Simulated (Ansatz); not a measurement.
Structure of amorphous Hf$_{36}$O$_{70}$ (periodic cell):

```xyz
106
Lattice="11.0886 0.0000 0.0000 0.0000 11.0886 0.0000 0.0000 0.0000 11.0886" Properties=species:S:1:pos:R:3 pbc="T T T"
Hf     0.8051     2.1526     9.8884
Hf     6.0902    10.4328     6.3861
Hf     8.5750     6.6592     0.5554
Hf    10.3370     1.4848     1.8771
Hf     5.4448    10.0744     3.2060
Hf     8.7274     3.4610    10.6445
Hf    11.0467     1.0065     4.8667
Hf     8.7969     3.6817     5.9169
Hf     7.8287     9.1159     9.0096
Hf     1.4819     6.7837     5.7907
Hf     5.4077     5.7336     9.9793
Hf     0.6409     5.0641     0.5903
Hf     7.5729     6.5209     7.0148
Hf     3.2997     5.6866     2.4317
Hf     1.0347     3.9909     4.2650
Hf     2.0067     7.9437    10.6304
Hf     2.5675    11.0431     1.0379
Hf     8.3669    10.3993     3.2209
Hf     4.5865     7.7037     6.7903
Hf     2.6070    10.1953     5.0487
Hf     6.1974     2.9533     8.3318
Hf     3.8667     1.9739     5.4084
Hf     0.2972     9.9089     7.4573
Hf     3.8667     2.6934    11.0767
Hf    10.5895     6.2795     8.4032
Hf    10.4943    10.0410    10.6511
Hf     5.0865     8.7122     0.2896
Hf     9.8461     6.8840     3.6819
Hf     6.5246     7.3874     3.8113
Hf     0.3601     9.4871     2.9158
Hf     2.7589     4.2229     7.5765
Hf     6.8561     0.7317     0.0273
Hf     3.7188     0.0102     8.6799
Hf     5.7018     4.4835     5.1560
Hf     6.2578     3.8359     2.1796
Hf     9.0961     0.9016     8.3501
O      5.1281     1.5051     9.7069
O      1.8963     2.6014     8.2597
O      4.5047    10.4378     1.3317
O      6.2975     9.8796    10.2947
O      8.4576     1.9163     0.9584
O      9.2856     1.0553     3.7335
O     10.0195     2.6849     9.1713
O      0.7306     8.9259     9.3969
O      4.4167     0.0980     4.7172
O      1.0300     9.2510     0.8971
O      4.8198     0.9680     7.1031
O      4.3484     4.0891     9.1762
O      0.6568     7.7054     4.0112
O     10.6152     2.9669     5.5252
O      1.7529     4.4262     2.3099
O      3.3152     9.6214    10.4044
O      1.9968     3.6961    10.7645
O      0.9542     5.2819     7.3209
O      8.0275     7.0864     2.4745
O      2.7717     8.3583     5.8848
O      9.8809    10.4334     1.6734
O      0.1239     7.7777     7.0650
O      9.5923     8.9216     3.7452
O      2.6209     5.7769     4.3072
O      9.5712     9.7210     8.3723
O      5.7815     2.2886     1.0083
O      7.3384    10.9156     7.8874
O      8.6447    10.9689    10.2630
O      0.0305     0.3360     9.0967
O      4.5730     4.5756     0.9749
O      6.9894    10.9103     4.6561
O      8.2338     6.8441     5.0646
O      5.7274     6.6129     8.2495
O      2.6916     1.0270    10.2255
O     10.8657     5.4622     4.7272
O      9.3198     5.2240     7.1379
O      6.9658     4.4065     9.5583
O     10.2191     0.4385     6.6694
O      0.5799    10.0651     5.2075
O      5.2958     8.8350     5.0063
O      9.6874     5.3729    10.3462
O      5.1600     8.1162     2.2974
O     10.6340     3.2798     0.5984
O      3.1198     1.7448     1.5663
O      7.6867     4.6501     1.0757
O     10.3335     6.1857     1.7658
O      9.1841     8.4029    10.8492
O      0.3884     2.4186     3.2202
O      6.9256     4.5254     6.8004
O      0.5237     0.7499     0.4371
O      7.9887     2.3000     7.0892
O      6.9437    10.7561     1.8515
O      7.5795     2.0244     9.5942
O      2.2212    10.6756     7.4162
O      2.0520     1.1212     5.0694
O      6.6117     7.1357    10.9801
O      4.6817     3.4550     6.6852
O      5.4110     5.5080     3.2298
O      4.8756     2.9784     3.9757
O      3.2434     6.2247     7.0883
O      3.9870     7.1769    10.4687
O      4.6288     9.4898     7.7935
O      2.4455     3.5483     5.6458
O      7.4475     3.8863     4.2430
O      5.7331     6.4653     5.6032
O      2.4446     9.9559     3.0605
O      2.1165     6.7088     1.2192
O      6.9400     8.5543     7.0864
O      0.9624     6.2777     9.9729
O      8.6648     7.2279     8.5559
```

Computed with PBE, scalar-relativistic without spin-orbit coupling (plane waves to 420 eV, PAW; Ansatz, a first-principles code). The usual formal charges leave 4 electrons over, so the level spacing at the Fermi energy parts defect or band states and needn't be the band gap.

It comes from a melt-quench run on a machine-learned potential (CHGNet), relaxed afterwards by DFT. O atoms were pushed apart under 1.9 Å during the dynamics, to hinder bonds among them. The hot cell started wider than the set density and was brought back towards it in steps. It is the lowest in DFT energy of 4 quenches. It is a model cell: composition and starting density were chosen by hand, and all elements were melted together. No dispersion term was used. Its density started from a set value of 8.89 and ended at 9.19 g/cm³. The simulated quench (nominally 120 K/ps over its main leg) is rapid and tends to freeze in more defects than a deposited or slowly cooled glass has. A cell of this size samples the disorder only roughly. The volume was free in the relaxation, at fixed shape. Stress components on the final sampling reach 3.2 GPa.

Cut-offs for bonds: Hf-Hf 3.34 Å, Hf-O 2.66 Å, O-O 1.58 Å. Two cations that share two anions don't count as bonded, nor two that share one unless they lie closer than Hf-Hf 3.25 Å.

Task: Give the coordination numbers, mean bond lengths and angles.

Result: 
- Mean coordination of Hf by anions = 6.39 (3 with 5, 18 with 6, 13 with 7, 2 with 8)
- Mean coordination of O = 3.29 (2 with 2, 46 with 3, 22 with 4)
- Mean Hf-O bond = 2.156 Å (spread 0.116 Å, 230 counted)
- Bond angle at Hf = mean 102.3°, spread 29.6°
- Bond angle at O = mean 112.7°, spread 18.7°

Task: List the pairs of like atoms that count as bonded by the rules above.

Result: There are none by these rules.
